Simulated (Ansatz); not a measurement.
The starting structures come from a database of crystals and need not be the phases stable at ambient conditions.

By PBEsol, the system below comes out a metal.

Given:

```
CELL_PARAMETERS angstrom
      4.75195     0.00000     0.00000
     -1.52096     4.50197     0.00000
      0.68812     0.95881     8.41094
ATOMIC_POSITIONS crystal
  Ge 0.77289 0.77289 0.70725
  Ge 0.22711 0.22711 0.29275
  Pd 0.18735 0.81265 0.50000
  Pd 0.81265 0.18735 0.50000
  Pd 0.79234 0.27502 0.82654
  Pd 0.20766 0.72498 0.17346
  Pd 0.72498 0.20766 0.17346
  Pd 0.27502 0.79234 0.82654
  Pd 0.34447 0.34447 0.64705
  Pd 0.65553 0.65553 0.35295
  Pd 0.25528 0.25528 0.99400
  Pd 0.74472 0.74472 0.00600
```

Space group of this cell: C2/m. The cell is taken as given; by PBEsol its mean pressure is -4.7 GPa.

The current flows along the normal of the first two printed cell vectors. No spin-orbit coupling; the value is a mean over 0.1 eV about the Fermi level.

Problem. Give the ballistic conductance per area that PBEsol in Ansatz (an electronic-structure program) yields.

Solution. 0.48 × 10¹⁵ S/m² for both spins.
